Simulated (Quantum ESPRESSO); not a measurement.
Checking a run of Quantum ESPRESSO on Co2SnO4 (Imma, 14 atoms in the cell). The aim is a self-consistent single point with DFT, LDA (PZ), plane waves, PSlibrary ultrasoft (LDA) pseudopotentials.

Cell that was meant: a = 6.1297 Å, b = 6.1297 Å, c = 6.1297 Å, α = 60.98°, β = 89.44°, γ = 58.36°.

Part of the input:

```fortran
    C = 8.7108600000
    nat = 14
    ntyp = 3
    ecutwfc = 16.5
    ecutrho = 115.5
    occupations = 'smearing'
    smearing = 'marzari-vanderbilt'
    degauss = 0.0036749
```

The program printed (abridged):

```
     file Co.pz-n-rrkjus_psl.1.0.0.UPF: wavefunction(s)  3D renormalized
   [... lines left out ...]
        k(    1) = (   0.0000000   0.0000000   0.0000000), wk =   0.0156250
        k(    2) = (   0.0000000  -0.2402069   0.1715316), wk =   0.0625000
        k(    3) = (   0.0000000   0.4804137  -0.3430631), wk =   0.0312500
   [... 15 lines left out ...]

     Dense  grid:    22907 G-vectors     FFT dimensions: (  40,  40,  40)

     Smooth grid:     9861 G-vectors     FFT dimensions: (  30,  30,  30)

     Initial potential from superposition of free atoms

     starting charge     111.9969, renormalised to     112.0000
     Self-consistent Calculation

     iteration #  1     ecut=    16.50 Ry     beta= 0.30

---- Real-time Memory Report at c_bands before calling an iterative solver
           124 MiB given to the printing process from OS
            79 MiB allocation reported by mallinfo(arena+hblkhd)
------------------

     total energy              =    -821.02396349 Ry
     estimated scf accuracy    <      38.97766785 Ry

     total magnetization       =     2.90 Bohr mag/cell
     absolute magnetization    =     2.96 Bohr mag/cell

     iteration #  2     ecut=    16.50 Ry     beta= 0.30

   [... lines left out ...]
     atom   5 (R=0.141)  charge=  9.4688  magn=  0.0053
     atom   6 (R=0.141)  charge=  9.4688  magn=  0.0053
     atom   7 (R=0.138)  charge=  4.9725  magn=  0.0202
     atom   8 (R=0.138)  charge=  4.9725  magn=  0.0202
     atom   9 (R=0.138)  charge=  4.9725  magn=  0.0202
     atom  10 (R=0.138)  charge=  4.9725  magn=  0.0202
     atom  11 (R=0.138)  charge=  4.9346  magn=  0.0259
     atom  12 (R=0.138)  charge=  4.9346  magn=  0.0259
     atom  13 (R=0.138)  charge=  4.9346  magn=  0.0259
     atom  14 (R=0.138)  charge=  4.9346  magn=  0.0259
     End of self-consistent calculation

     the Fermi energy is    10.1675 ev

!    total energy              =    -824.31751674 Ry
     estimated scf accuracy    <          5.4E-11 Ry
     smearing contrib. (-TS)   =      -0.00042963 Ry
     internal energy E=F+TS    =    -824.31708711 Ry

     total magnetization       =     1.64 Bohr mag/cell
     absolute magnetization    =     1.67 Bohr mag/cell

     convergence has been achieved in  39 iterations

     negative rho (up, down):  1.904E-03 1.893E-03

     Forces acting on atoms (cartesian axes, Ry/au):

     atom    1 type  1   force =     0.00000000    0.00000000    0.01460839
     atom    2 type  1   force =     0.00000000    0.00000000   -0.01460839
   [... lines left out ...]
     Total force =     0.526688     Total SCF correction =     0.000012
   [... lines left out ...]

     negative rho (up, down):  1.904E-03 1.893E-03
          total   stress  (Ry/bohr**3)                   (kbar)     P=   -16767.75
  -0.11428068   0.00000000   0.00000000       -16811.27        0.00        0.00
   0.00000000  -0.11356625   0.00000000            0.00   -16706.17        0.00
   0.00000000  -0.00000000  -0.11410769            0.00       -0.00   -16785.82

   JOB DONE.
```

Q: Can these results be used? Check the input.

A: The run is not sound. The fault is a basis or grid far too coarse for these potentials. The error of an incomplete plane-wave basis or grid does not cancel at such settings. To fix it, restore the cutoff that the potentials need and check convergence. The run converged in 39 iterations without an error; against the sound input the free energy rises by 61.5 eV/atom, the pressure goes from -8.30 to -1677 GPa, the largest force goes from 0.569 to 5.809 eV/Å and the size of the net moment goes from 0.86 to 0.12 μB/atom.

An input that runs soundly differs in these lines (not the only fix; some lines may just follow from the change or write a value another way):
```diff
-    ecutwfc = 16.5
-    ecutrho = 115.5
+    ecutwfc = 55
+    ecutrho = 385
```

With that input, the run converged in 27 iterations: free energy E − TS -12075.8025 eV; Fermi level (on the code's own zero) 9.83 eV; pressure -8.30 GPa; largest force (vector length) 0.569 eV/Å; size of the cell's spin moment 12.03 μB (DFT, LDA (PZ), plane waves, PSlibrary ultrasoft (LDA) pseudopotentials).

On the sound input: the starting cell comes from a database of computed structures (which also holds hypothetical and non-ambient phases and stackings), without a prior relaxation at this level. The magnetic order is the one reached from the typed start; others were not searched systematically. With a pressure of about -8 GPa the cell is away from its equilibrium volume at this level.
